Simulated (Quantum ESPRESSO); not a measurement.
Quantum ESPRESSO run on CsBS₂ (P1, 8 atoms in the cell): self-consistent single point.

Computed with PBEsol, GBRV 1.5 ultrasoft (PBESOL) pseudopotentials (plane waves; Quantum ESPRESSO).

The change in words: atoms moved at random. Reference geometry:
```
CsBS2
1.0
    2.30512     3.12859     9.02219
   -2.30512     3.12859     9.02219
   -2.30512    -3.12859     9.02219
Cs B S
2 2 4
Cartesian
 -2.30512   0.00000   6.47667
  0.00000  -3.12859   2.54552
  0.00000  -3.12859   7.80384
 -2.30512   0.00000   1.21836
  0.00000  -3.12859   6.05101
 -2.30512   0.00000   2.97119
  0.00000  -1.69000   9.02219
 -2.30512  -1.43859   0.00000
```

Reference input (self-consistent single point, DFT, PBEsol, plane waves, GBRV 1.5 ultrasoft (PBESOL) pseudopotentials): ecutwfc = 40 Ry; ecutrho = 200 Ry; occupations = smearing; smearing = fd; degauss = 0.00147 Ry; potentials = {Cs: cs_pbesol_v1.uspp.F.UPF, B: b_pbesol_v1.4.uspp.F.UPF, S: s_pbesol_v1.4.uspp.F.UPF}; K_POINTS = automatic 4 4 4 0 0 0; conv_thr = 1e-08 Ry; mixing_beta = 0.5. This run's input differs from it in these lines:

```diff
@@ -9,6 +9,3 @@
 &system
- ibrav = 11,
- A = 4.6102320000,
- B = 6.2571740000,
- C = 18.0443880000,
+ ibrav = 0,
  nat = 8,
@@ -29,11 +26,15 @@
 S     32.0600  s_pbesol_v1.4.uspp.F.UPF
+CELL_PARAMETERS angstrom
+  -2.3051160000     3.1285870000     9.0221940000
+   2.3051160000    -3.1285870000     9.0221940000
+   2.3051160000     3.1285870000    -9.0221940000
 ATOMIC_POSITIONS crystal
-Cs   -0.1410700000    0.5000000000    0.3589300000
-Cs    0.1410700000   -0.5000000000    0.6410700000
-B     0.4324800000   -0.5000000000    0.9324800000
-B    -0.4324800000    0.5000000000    0.0675200000
-S     0.3353400000   -0.5000000000    0.8353400000
-S    -0.3353400000    0.5000000000    0.1646600000
-S     0.5000000000   -0.2700900000    0.7700900000
-S    -0.5000000000    0.2700900000    0.2299100000
+Cs    0.3646600000    0.8643490000    0.5073000000
+Cs    0.6394730000    0.1337100000    0.4938920000
+B     0.9251690000    0.4329080000    0.5005150000
+B     0.0603980000    0.5541650000    0.4817160000
+S     0.8392620000    0.3504130000    0.5126150000
+S     0.1652900000    0.6588680000    0.4957540000
+S     0.7772470000    0.5123030000    0.2850970000
+S     0.2285000000    0.4932830000    0.7231100000
 K_POINTS automatic
```

Output, abridged:

```
     Self-consistent Calculation

     iteration #  1     ecut=    40.00 Ry     beta= 0.50

     Threshold (ethr) on eigenvalues was too large:
     Diagonalizing with lowered threshold

     total energy              =    -234.92138727 Ry
     estimated scf accuracy    <       0.44346444 Ry

     iteration #  2     ecut=    40.00 Ry     beta= 0.50

     total energy              =    -235.00168078 Ry
     estimated scf accuracy    <       0.05103912 Ry

     iteration #  3     ecut=    40.00 Ry     beta= 0.50

     total energy              =    -235.01015343 Ry
     estimated scf accuracy    <       0.00933890 Ry

   [... 5 blocks of this kind left out ...]

     iteration #  9     ecut=    40.00 Ry     beta= 0.50

     total energy              =    -235.01222617 Ry
     estimated scf accuracy    <       0.00000006 Ry

     iteration # 10     ecut=    40.00 Ry     beta= 0.50
     End of self-consistent calculation

     the Fermi energy is     3.2497 ev

!    total energy              =    -235.01222620 Ry
     estimated scf accuracy    <          8.6E-09 Ry
     smearing contrib. (-TS)   =       0.00000000 Ry
     internal energy E=F+TS    =    -235.01222620 Ry

     convergence has been achieved in  10 iterations

     Forces acting on atoms (cartesian axes, Ry/au):

     atom    1 type  1   force =     0.00007638   -0.00116328    0.00052671
     atom    2 type  1   force =     0.00019744   -0.00112748   -0.00166868
     atom    3 type  2   force =    -0.00084983    0.01522670    0.16288357
     atom    4 type  2   force =     0.01084004    0.04718829    0.02195223
     atom    5 type  3   force =     0.00232546   -0.00413602   -0.12708522
   [... lines left out ...]

     Total force =     0.220741     Total SCF correction =     0.000138

          total   stress  (Ry/bohr**3)                   (kbar)     P=       -1.69
  -0.00002961  -0.00000362  -0.00000722           -4.36       -0.53       -1.06
  -0.00000362  -0.00007804   0.00004124           -0.53      -11.48        6.07
  -0.00000722   0.00004124   0.00007313           -1.06        6.07       10.76

   JOB DONE.
```

The run converged in 10 iterations. Against the reference run the free energy rises by 31.6 meV/atom, the pressure goes from -1.56 to -0.17 GPa, the largest force goes from 0.414 to 4.206 eV/Å and the gap on the mesh goes from 2.640 to 2.691 eV.

The starting cell comes from a database of computed structures (which also holds hypothetical and non-ambient phases and stackings), without a prior relaxation at this level. Its lattice was rescaled by a random factor within 2.5 % of one. For this run, on top of that: atoms moved at random. Forces in this geometry exceed 1 eV/Å.

Cost on one core of a shared machine: roughly 8 min.
